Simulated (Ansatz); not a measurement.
InSe (P-6m2, No. 187; cell taken from a computed entry)

Computed with r²SCAN+rVV10 in Ansatz (plane waves, PAW).

Numerical settings: plane-wave cutoff 560 eV, 12×12×2 k mesh (along the axes of the cell as run), Fermi–Dirac smearing 0.01 eV, scalar-relativistic PAW data made under PBE.

Cell (relaxed at this level):

```cif
data_In4Se4
_chemical_formula_sum 'In4 Se4'
_space_group_name_H-M_alt 'P-6m2'
_space_group_IT_number 187
_space_group_name_Hall 'P -6 2'
_cell_length_a 4.01852
_cell_length_b 4.01852
_cell_length_c 16.83903
_cell_angle_alpha 90.000
_cell_angle_beta 90.000
_cell_angle_gamma 120.000
loop_
_atom_site_label
_atom_site_type_symbol
_atom_site_symmetry_multiplicity
_atom_site_Wyckoff_symbol
_atom_site_fract_x
_atom_site_fract_y
_atom_site_fract_z
_atom_site_occupancy
In1 In 2 g 0.00000 0.00000 0.41728 1
In2 In 2 h 0.33333 0.66667 0.08272 1
Se1 Se 2 i 0.66667 0.33333 0.15800 1
Se2 Se 2 h 0.33333 0.66667 0.34204 1
```

* **band gap**: 0.80 eV

Spin–orbit coupling is not included.

The computed numbers hold no vibrational or temperature effects.

The result took around 3 core-minutes (rough).

Ansatz is an electronic-structure program.
